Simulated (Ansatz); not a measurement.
**Band gap of SrZrO3 (Imma, No. 74, 10 atoms in the cell; start mp-1080575; a measured phase of this formula has another space group) at several levels of theory**

No measured value is used here.

```
level (code)              value (eV)
-------------------  ---------------
LDA (Ansatz)                     ___
PBEsol (Ansatz)                 3.59
PBEsol+SOC (Ansatz)  3.59 (indirect)
HSE06 (Ansatz)                  5.19
HSE06+SOC (Ansatz)   5.19 (indirect)
PBE0 (Ansatz)                    ___
```

Question: What belongs in the gaps?

Answer: 
- LDA (Ansatz, a program for electronic structure), value (eV): 3.56
- PBE0 (Ansatz), value (eV): 5.95

Computed values are for a static lattice. Spin–orbit coupling is included only where a level's name says +SOC; with heavier elements it mostly lowers gaps and can invert bands.  PBEsol+SOC: the gap is read on the k mesh or supercell of the run alone and can be too large. Values are at the PBEsol cell. Cutoffs and k meshes differ between the levels. Ansatz's density-functional and Hartree–Fock values are scalar-relativistic unless marked +SOC, with PAW data made under PBE.

A start named mp-… is a Materials Project structure, which need not be a measured phase.
